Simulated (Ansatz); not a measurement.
Worked example: relaxation of the atoms of CrAgSe2 (R3m, 4 atoms in the cell) in Ansatz (a first-principles code).

Method of the run: LDA (PW92), default PAW files made with PBE (plane waves; Ansatz).

The change in words: one atom moved by 0.15 angstrom; relax: default → atoms; relax.f_tol: default → 0.1 eV/Å. Reference geometry:
```xyz
4
Lattice="1.8769 1.0836 7.0525 -1.8769 1.0836 7.0525 0.0000 -2.1672 7.0525" Properties=species:S:1:pos:R:3 pbc="T T T"
Cr     0.0000     0.0000     0.0025
Ag     0.0000     0.0000    17.9666
Se     0.0000     0.0000    15.4262
Se     0.0000     0.0000     5.6237
```
Moments meant for the start (each program seeds them in its own way; μB, in the order of the atoms Cr Ag Se Se): 3.0 0.0 0.0 0.0.

Reference input (self-consistent single point, DFT, LDA (PW92), plane waves, default PAW files made with PBE): basis.ecutwfc = 420 eV; kpoints.mp_grid.grid = 6 6 6; hamiltonian.xc = lda; hamiltonian.pseudopotentials = {kind: paw} (the program's default PAW files); magnetization.spin_polarized = true; scf.occupations.method = fermi_dirac; scf.occupations.width = 0.05 eV. This run's input differs from it in these lines:

```diff
@@ -7,3 +7,3 @@
   atoms:
-    - { symbol: Cr, position: [0.000120, 0.000120, 0.000120], spin: 3.0 }
+    - { symbol: Cr, position: [0.007210, 0.007210, 0.007210], spin: 3.0 }
     - { symbol: Ag, position: [0.849177, 0.849177, 0.849177] }
@@ -22,2 +22,4 @@
   occupations: { method: fermi_dirac, width: 0.05 eV }
+relax:
+  f_tol: 0.1
 output:
```

Output (repeated stretches shortened):

```
   [... SCF lines of the steps left out ...]
relax step   1: F+E_penalty+E_count = -21548.29233786 eV  Δ(F+E_penalty+E_count) = +0.000e0 eV  max|allowed force component| = 1.322e0 eV/Å  Δτ_max = 0.0000 Å  (12 SCF iters, dr2 threshold 1.00e-4 eV, accepted)
relax step   2: F+E_penalty+E_count = -21548.40252388 eV  Δ(F+E_penalty+E_count) = -1.102e-1 eV  max|allowed force component| = 1.203e-1 eV/Å  Δτ_max = 0.1217 Å  (6 SCF iters, dr2 threshold 1.00e-4 eV, accepted)
relax step   3: F+E_penalty+E_count = -21548.40327786 eV  Δ(F+E_penalty+E_count) = -7.540e-4 eV  max|allowed force component| = 2.273e-2 eV/Å  Δτ_max = 0.0115 Å  (9 SCF iters, accepted)
the relaxation is at rest under the 6 symmetry operations that the run kept from its start: a minimum is not shown …
the relaxation's final electronic state is not compared with the one that a single-point calculation of its input finds at the relaxed geometry …
Magnetization: 3.0006 μB (34.0003 up, 30.9997 down)
Absolute magnetization: 3.3937 μB (∫|ρ↑−ρ↓|, with the PAW one-centre terms)
Spin contamination: 0.0989 ħ² per cell (⟨S²⟩ above its minimum at these occupations)
   [... lines left out ...]
Free energy (F): -21548.403278 eV
Fermi energy:    10.146800 eV
   [... lines left out ...]
  atoms:
    - { symbol: Cr, position: [0.0012802227378905825, 0.001280222737890585, 0.0012802227378905762] }
    - { symbol: Ag, position: [0.8519487022008354, 0.8519487022008354, 0.8519487022008354] }
    - { symbol: Se, position: [0.7295921140274564, 0.7295921140274564, 0.7295921140274564] }
    - { symbol: Se, position: [0.2684729610338174, 0.2684729610338174, 0.26847296103381746] }
```

The run converged. 

Summary of the result:
* **Free energy E − TS (on the zero of these files)**: -21548.4033 eV
* **Pressure**: -6.94 GPa
* **Largest force (vector length)**: 0.023 eV/Å
* **Size of the cell's spin moment**: 3.00 μB
* **Relaxation steps**: 3

The starting cell comes from a database of computed structures (which also holds hypothetical and non-ambient phases and stackings), without a prior relaxation at this level. Its lattice was rescaled by up to half a per cent. For this run, on top of that: one atom moved by 0.15 angstrom. With one magnetic atom in the cell only a parallel order is possible. The relaxation keeps the symmetry of its start, so its end need not be a minimum. Ansatz's pressure includes its estimate of the finite-basis (Pulay) stress.

Cost on one core of a shared machine: roughly 60 s.

Keys are those of Ansatz 0.2.
